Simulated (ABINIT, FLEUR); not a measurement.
A FLEUR input for a self-consistent single point of ZnSnP2 (I-42d, 8 atoms in the cell) (DFT, PBE, all-electron FLAPW (FLEUR), scalar-relativistic valence):

Input of the input generator:

```
ZnSnP2
&input film=f /
-5.3905420363 5.3905420363 10.8090898137
5.3905420363 -5.3905420363 10.8090898137
5.3905420363 5.3905420363 -10.8090898137
1.0
1.0 1.0 1.0

8
30 0.7500000000 0.2500000000 0.5000000000
30 0.0000000000 -0.0000000000 -0.0000000000
50 0.2500000000 0.7500000000 0.5000000000
50 0.5000000000 0.5000000000 -0.0000000000
15 0.3750000000 0.3536200000 0.4786200000
15 0.6463800000 0.1250000000 0.0213800000
15 0.8750000000 0.8963800000 0.5213800000
15 0.1036200000 0.6250000000 0.9786200000

&comp jspins=1 /
&kpt div1=4 div2=4 div3=4 gamma=t /
&end /
```

```xml
<?xml version="1.0" encoding="UTF-8" standalone="no"?>
<fleurInput fleurInputVersion="0.39">
   <comment>
      ZnSnP2                                                                                              
   </comment>
   <calculationSetup>
      <cutoffs Kmax="3.9" Gmax="15.6" GmaxXC="15.6" numbands="0"/>
      <scfLoop itmax="80" minDistance="0.00001" maxIterBroyd="40" imix="Anderson" alpha="0.05" precondParam="0.0" spinf="2.0"/>
      <coreElectrons ctail="T" frcor="F" kcrel="0" coretail_lmax="0"/>
      <xcFunctional name="pbe" relativisticCorrections="F"/>
      <magnetism jspins="1"/>
      <soc l_soc="F" theta="0.0" phi="0.0" spav="F"/>
      <expertModes spex="0" secvar="F"/>
      <geometryOptimization l_f="T" forcealpha="1.0" forcemix="BFGS" epsdisp="0.00001" epsforce="0.00001"/>
      <ldaU l_linMix="F" mixParam="0.05" spinf="1.0"/>
   </calculationSetup>
   <cell>
      <bzIntegration valenceElectrons="72.0" mode="hist" fermiSmearingEnergy="0.0001">
         <kPointListSelection listName="default-1"/>
         <!-- k-points included here -->
         <xi:include xmlns:xi="http://www.w3.org/2001/XInclude" href="kpts.xml"> </xi:include>
      </bzIntegration>
      <!-- symmetry operations included here -->
      <xi:include xmlns:xi="http://www.w3.org/2001/XInclude" href="sym.xml"> </xi:include>
      <bulkLattice scale="1.0">
         <bravaisMatrix>
            <row-1>   -5.3905420363000003     5.3905420363000003    10.8090898137000000</row-1>
            <row-2>    5.3905420363000003    -5.3905420363000003    10.8090898137000000</row-2>
            <row-3>    5.3905420363000003     5.3905420363000003   -10.8090898137000000</row-3>
         </bravaisMatrix>
      </bulkLattice>
   </cell>
   <atomSpecies>
      <species name="Zinc (Zn)" element="Zn" atomicNumber="30">
         <mtSphere radius="2.57" gridPoints="885" logIncrement="0.014"/>
         <atomicCutoffs lmax="10" lnonsphr="8"/>
         <electronConfig flipSpins="F">
            <coreConfig>(1s1/2) (2s1/2) (2p1/2) (2p3/2) (3s1/2) (3p1/2) (3p3/2)</coreConfig>
            <valenceConfig>(4s1/2) (3d3/2) (3d5/2)</valenceConfig>
         </electronConfig>
         <energyParameters s="4" p="4" d="3" f="4"/>
         <lo type="HELO" l="2" n="4" eDeriv="0"/>
      </species>
      <species name="Tin (Sn)" element="Sn" atomicNumber="50">
         <mtSphere radius="2.68" gridPoints="925" logIncrement="0.014"/>
         <atomicCutoffs lmax="10" lnonsphr="8"/>
         <electronConfig flipSpins="F">
            <coreConfig>(1s1/2) (2s1/2) (2p1/2) (2p3/2) (3s1/2) (3p1/2) (3p3/2) (4s1/2) (3d3/2) (3d5/2) (4p1/2) (4p3/2)</coreConfig>
            <valenceConfig>(5s1/2) (4d3/2) (4d5/2) (5p1/2) (5p3/2)</valenceConfig>
            <stateOccupation state="(5p1/2)" spinUp="0.3333333333333" spinDown="0.3333333333333"/>
            <stateOccupation state="(5p3/2)" spinUp="0.6666666666667" spinDown="0.6666666666667"/>
         </electronConfig>
         <energyParameters s="5" p="5" d="5" f="4"/>
         <lo type="SCLO" l="2" n="4" eDeriv="0"/>
      </species>
      <species name="Phosphorous (P)" element="P" atomicNumber="15">
         <mtSphere radius="1.68" gridPoints="579" logIncrement="0.02"/>
         <atomicCutoffs lmax="6" lnonsphr="4"/>
         <electronConfig flipSpins="F">
            <coreConfig>(1s1/2) (2s1/2) (2p1/2) (2p3/2)</coreConfig>
            <valenceConfig>(3s1/2) (3p1/2) (3p3/2)</valenceConfig>
            <stateOccupation state="(3p1/2)" spinUp="0.5" spinDown="0.5"/>
            <stateOccupation state="(3p3/2)" spinUp="1.0" spinDown="1.0"/>
         </electronConfig>
         <energyParameters s="3" p="3" d="3" f="4"/>
      </species>
   </atomSpecies>
   <atomGroups>
      <atomGroup species="Zinc (Zn)">
         <relPos label="                   1">-1.000/4.000 1.000/4.000 1.000/2.000</relPos>
         <relPos label="                   2">.0000000000 .0000000000 .0000000000</relPos>
         <force calculate="T" relaxXYZ="TTT"/>
      </atomGroup>
      <atomGroup species="Tin (Sn)">
         <relPos label="                   3">1.000/4.000 -1.000/4.000 1.000/2.000</relPos>
         <relPos label="                   4">1.000/2.000 1.000/2.000 .0000000000</relPos>
         <force calculate="T" relaxXYZ="TTT"/>
      </atomGroup>
      <atomGroup species="Phosphorous (P)">
         <relPos label="                   5">3.000/8.000 .3536200000 .4786200000</relPos>
         <relPos label="                   6">-.3536200000 1.000/8.000 .0213800000</relPos>
         <relPos label="                   7">-1.000/8.000 -.1036200000 -.4786200000</relPos>
         <relPos label="                   8">.1036200000 -3.000/8.000 -.0213800000</relPos>
         <force calculate="T" relaxXYZ="TTT"/>
      </atomGroup>
   </atomGroups>
   <output dos="F" band="F" slice="F">
      <checks vchk="F" cdinf="F"/>
      <bandDOS minEnergy="-.5*Htr" maxEnergy="0.5*Htr" sigma="0.015" storeEVData="T"/>
      <vacuumDOS vacdos="F" integ="F" star="F" nstars="0" locx1="0.0" locy1="0.0" locx2="0.0" locy2="0.0" nstm="0" tworkf="0.0"/>
      <unfoldingBand unfoldBand="F" supercellX="1" supercellY="1" supercellZ="1"/>
      <plotting iplot="0" polar="F">
         <plot TwoD="T" vec1="  1.0  0.0  0.0" vec2="  0.0  1.0  0.0" vec3="  0.0  0.0  1.0" zero="  0.0  0.0  0.0" file="plot"/>
      </plotting>
      <chargeDensitySlicing numkpt="0" minEigenval="0.0" maxEigenval="0.0" nnne="0" pallst="F"/>
      <specialOutput eonly="F"/>
      <magneticCircularDichroism mcd="F" energyLo="-10.0" energyUp="0.0"/>
   </output>
  <!-- We include the file relax.xml here to enable relaxations (see documentation) -->
  <xi:include xmlns:xi="http://www.w3.org/2001/XInclude" href="relax.xml"> <xi:fallback/> </xi:include>
</fleurInput>
```

Problem. Give the ABINIT input for the same structure, mesh, smearing and functional.

Solution. One input that does it (others would too):

```
# ZnSnP2, JTH v2.0 PBE PAW
pp_dirpath "./"
pseudos "Zn.GGA_PBE-JTH.xml, Sn.GGA_PBE-JTH.xml, P.GGA_PBE-JTH.xml"
acell 13.2269539006 13.2269539006 13.2269539006
rprim
        -0.4075422109    0.4075422109    0.8172017454
         0.4075422109   -0.4075422109    0.8172017454
         0.4075422109    0.4075422109   -0.8172017454
natom 8
ntypat 3
znucl 30 50 15
typat 1 1 2 2 3 3 3 3
xcart
         0.0000000000    5.3905420363    5.4045449068
         0.0000000000    0.0000000000    0.0000000000
         5.3905420363    0.0000000000    5.4045449068
         0.0000000000    0.0000000000   10.8090898137
         2.4647714407    2.6952710181    2.7022724534
        -2.6952710181    2.9257705956    8.1068173603
         2.9257705956    2.6952710181   13.5113622671
         8.0858130544    2.4647714407   -2.7022724534
ecut 60 Ry
pawecutdg 120 Ry
pawxcdev 0
occopt 1
nband 40
kptopt 1
ngkpt 4 4 4
nshiftk 1
shiftk 0 0 0
nstep 50
toldfe 1.0e-09
diemac 4
prtwf 0
prtden 0
prtvol 1
enunit 2
```

Basis settings and potentials, where a program has them, do not carry over. This input uses DFT, PBE, plane waves, PAW (JTH v2.0 PBE PAW).

The starting cell comes from a database of computed structures (which also holds hypothetical and non-ambient phases and stackings), without a prior relaxation at this level. Its lattice was rescaled by a random factor within 2.5 % of one.
